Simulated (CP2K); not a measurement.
**One base run on NiO₂ (R-3m, 3 atoms in the cell) and variants with one or two settings moved**

```yaml
crystal:
  lattice:
    - [5.05962, 0.00000, 0.00000]
    - [4.28499, 2.69047, 0.00000]
    - [4.28499, 1.23372, 2.39093]
  atoms:
    - { symbol: Ni, position: [0.00000, 0.00000, 0.00000] }
    - { symbol: O, position: [0.73204, 0.73204, 0.73204] }
    - { symbol: O, position: [0.26796, 0.26796, 0.26796] }
```

Base run A: PBEsol, GPW, DZVP-MOLOPT-SR-GTH basis, GTH-PBE potentials (GTH_POTENTIALS) (CP2K), self-consistent single point.

Its settings: CUTOFF = 600 Ry; REL_CUTOFF = 40 Ry; SMEAR/METHOD = GAUSSIAN; SIGMA = 0.02 eV; KPOINTS/SCHEME = MONKHORST-PACK 14 14 14; GAMMA_CENTERED = T; XC_FUNCTIONAL = PBE:PBESOL; Ni/BASIS_SET = DZVP-MOLOPT-SR-GTH-q18; Ni/POTENTIAL = GTH-PBE-q18; O/BASIS_SET = DZVP-MOLOPT-SR-GTH-q6; O/POTENTIAL = GTH-PBE-q6; METHOD = GPW; EPS_DEFAULT = 1e-10; NGRIDS = 5; SCF_GUESS = ATOMIC; EPS_SCF = 1e-06; MAX_SCF = 100; ADDED_MOS = 6; MIXING/METHOD = BROYDEN_MIXING; MIXING/ALPHA = 0.3.

The starting cell comes from a database of computed structures (which also holds hypothetical and non-ambient phases and stackings), without a prior relaxation at this level. Values carry the incompleteness of an atom-centred basis. The potentials were made for another functional than the one used.

ΔF is the free energy per atom less that of run A. 

```tsv
run	KPOINTS/SCHEME, GAMMA_CENTERED	ΔF (meV/atom)	pressure (GPa)	largest force (eV/Å)	gap on the mesh (eV)	k-points
A	MONKHORST-PACK 14 14 14, T	0.00	-0.16	0.059	0.954	1376
B	MONKHORST-PACK 11 11 11, default	0.00	-0.16	0.059	0.969	666
C	MONKHORST-PACK 13 13 13, default	0.00	-0.16	0.059	0.997	1099
```

Run C against A: The free energy hardly moves (within 1 meV/atom), the pressure stays at -0.16 GPa, the largest force stays at 0.059 eV/Å and the gap on the mesh goes from 0.954 to 0.997 eV.

Run B against A: The free energy stays essentially unchanged (within 1 meV/atom), the pressure stays at -0.16 GPa, the largest force stays at 0.059 eV/Å and the gap on the mesh goes from 0.954 to 0.969 eV.
